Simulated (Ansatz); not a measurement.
The cell is built on a prototype and need not be the phase stable at ambient conditions.

By r2SCAN, the system below comes out a metal.

Input:

```xyz
8
Lattice="4.3733 0.0000 0.0000 0.0000 12.1383 0.0000 0.0000 0.0000 4.1840" Properties=species:S:1:pos:R:3 pbc="T T T"
In     3.2799     1.5172     1.0460
In     1.0933     4.5520     3.1379
In     1.0933    10.6211     3.1380
In     3.2799     7.5863     1.0460
Sb     3.2799    10.6209     1.0458
Sb     1.0933     7.5866    -1.0462
Sb     1.0933     1.5174     3.1382
Sb     3.2799     4.5517     5.2302
```

Space group of this cell: Immm. The cell was relaxed by PBE-D3(BJ); by r2SCAN its mean pressure is 0.9 GPa.

The current flows along the normal of the first two printed cell vectors. No spin-orbit coupling; the value is a mean over 0.1 eV about the Fermi level.

Q: Predict the ballistic conductance per area from r2SCAN (Ansatz, a first-principles code).

A: 0.84 × 10¹⁵ S/m² for both spins.
